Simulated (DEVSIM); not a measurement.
Structure: illuminated Si n-on-p cell, one wavelength, at 350 K.

| layer (left to right) | material | thickness (μm) | Nd (cm⁻³) | Na (cm⁻³) | τn (s) | τp (s) | absorption coefficient (cm⁻¹) |
|---|---|---|---|---|---|---|---|
| 1 | Si | 0.0550 | 4.2e16 | - | 5.4e-7 | 2.8e-7 | 40000 |
| 2 | Si | 58.0 | - | 1.3e17 | 3.2e-6 | 3.2e-6 | 40000 |

Left contact: ohmic, minority hole recombination velocity 1e5 cm/s. Right contact: ohmic, minority electron recombination velocity 40000 cm/s. Voltage is applied to the left contact. Recombination: SRH at mid-gap, radiative, Auger. Gap narrowing is on: ΔEg = 6.92 meV × (l + √(l² + 0.5)), l = ln(N/1.3e17 cm⁻³), shared equally by both band edges. Light enters at the left, 1.7e18 photons cm⁻² s⁻¹, one pass, no reflection. Mobility is constant in doping.

Constants are typed, rounded textbook-type inputs, not results; the design itself was drawn at random and stands for no fabricated device. Values at 300 K; Nc and Nv go as T^1.5, mobilities as T to minus their exponent, the gap by Varshni's rule with the affinity fixed.

```csv
parameter,Si
gap (eV),1.124
affinity (eV),4.05
permittivity,11.7
Nc (cm⁻³),2.86e19
Nv (cm⁻³),3.1e19
μn (cm²/Vs),1417
μp (cm²/Vs),470
T exponent of μn,2.3
T exponent of μp,2.2
B (cm³/s),4.7e-15
Cn (cm⁶/s),2.8e-31
Cp (cm⁶/s),9.9e-32
Varshni α (eV/K),0.000473
Varshni β (K),636
```

DEVSIM, 1D drift-diffusion, Boltzmann statistics, complete ionisation; no tunnelling, impact ionisation, image-force lowering or self-heating.

Tabulate band edges, carrier densities and field at -0.9 V on the left contact, in the dark.

Energies count from the Fermi level of the right contact; mesh points crowd at the junctions.

```tsv
x (μm)	Ec (eV)	Ev (eV)	n (cm⁻³)	p (cm⁻³)	field (V/cm)
0.000	1.104	-0.006	4.2e16	1.8e16	-2800
0.01752	1.102	-0.007	4.4e16	1.7e16	1200
0.03619	1.109	0.000	3.5e16	2.2e16	7200
0.05379	1.132	0.022	1.7e16	4.7e16	20000
0.08990	1.159	0.053	6.7e15	1.3e17	1300
0.1489	1.160	0.054	6.4e15	1.4e17	-29
0.2766	1.160	0.054	6.4e15	1.4e17	-39
0.6586	1.158	0.052	6.4e15	1.4e17	-39
1.286	1.156	0.050	6.4e15	1.4e17	-39
2.647	1.150	0.045	6.4e15	1.4e17	-39
5.265	1.140	0.034	6.4e15	1.4e17	-39
13.96	1.107	0.001	6.3e15	1.4e17	-39
27.90	1.053	-0.053	6.2e15	1.4e17	-39
43.57	0.992	-0.114	6.1e15	1.4e17	-39
52.40	0.957	-0.149	5.9e15	1.4e17	-39
55.24	0.946	-0.160	5.8e15	1.4e17	-39
56.72	0.940	-0.166	5.7e15	1.4e17	-39
57.40	0.938	-0.168	5.7e15	1.4e17	-39
57.82	0.936	-0.170	5.7e15	1.4e17	-39
57.95	0.935	-0.170	5.7e15	1.4e17	-39
58.02	0.935	-0.171	5.7e15	1.4e17	-86
58.05	0.934	-0.172	5.9e15	1.3e17	-1100
```
